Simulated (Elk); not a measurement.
Band structure of HgTe (Cmcm, 4 atoms in the cell).

```yaml
crystal:
  lattice:
    - [3.05536, -3.53974, 0.00000]
    - [3.05536, 3.53974, 0.00000]
    - [0.00000, 0.00000, 5.91992]
  atoms:
    - { symbol: Hg, position: [0.34305, 0.65695, 0.75000] }
    - { symbol: Hg, position: [0.65695, 0.34305, 0.25000] }
    - { symbol: Te, position: [0.78481, 0.21519, 0.75000] }
    - { symbol: Te, position: [0.21519, 0.78481, 0.25000] }
```

Method: PBEsol, all-electron FP-LAPW, Elk's shipped species files, default APW+lo basis run with Elk.

Settings: xctype = 22; swidth = 0.00367493 Ha; ngridk = 5 5 4; maxscl = 100.

The starting cell comes from a database of computed structures (which also holds hypothetical and non-ambient phases and stackings), without a prior relaxation at this level. Its lattice was rescaled by a random factor within 2.5 % of one. Spin-orbit coupling is off. Values depend on the basis (sphere radii, cutoffs, local orbitals), which need not be converged. The run gives no clean gap (levels at the Fermi energy touch, overlap or are partly filled at this smearing), which alone does not show that the compound is a metal.

Levels in eV from the Fermi level, bands 31 to 38:
| point | 31 | 32 | 33 | 34 | 35 | 36 | 37 | 38 |
|---|---|---|---|---|---|---|---|---|
| Γ | -2.53 | -2.29 | -0.89 | -0.50 | -0.35 | -0.08 | 4.16 | 5.08 |
| X | -2.57 | -1.83 | -1.66 | -1.38 | -1.38 | -0.53 | 3.40 | 5.50 |
| S | -2.15 | -1.75 | -0.77 | -0.45 | 1.35 | 2.31 | 2.92 | 4.30 |
| R | -0.79 | -0.79 | 0.21 | 0.21 | 1.84 | 1.84 | 3.66 | 3.66 |
| A | -2.88 | -2.88 | -2.07 | -2.07 | 1.94 | 1.94 | 5.15 | 5.15 |
| Z | -1.63 | -1.63 | -1.10 | -1.10 | 1.32 | 1.32 | 4.70 | 4.70 |
| Y | -1.94 | -1.89 | -1.62 | -1.58 | -1.54 | -1.27 | 3.36 | 5.32 |
| X1 | -2.57 | -1.83 | -1.66 | -1.38 | -1.38 | -0.53 | 3.40 | 5.50 |
| A1 | -2.88 | -2.88 | -2.07 | -2.07 | 1.94 | 1.94 | 5.15 | 5.15 |
| T | -2.81 | -2.81 | -2.66 | -2.66 | 1.90 | 1.90 | 5.41 | 5.41 |

Bands cross the Fermi level along this path, so the cell is metallic at this level.
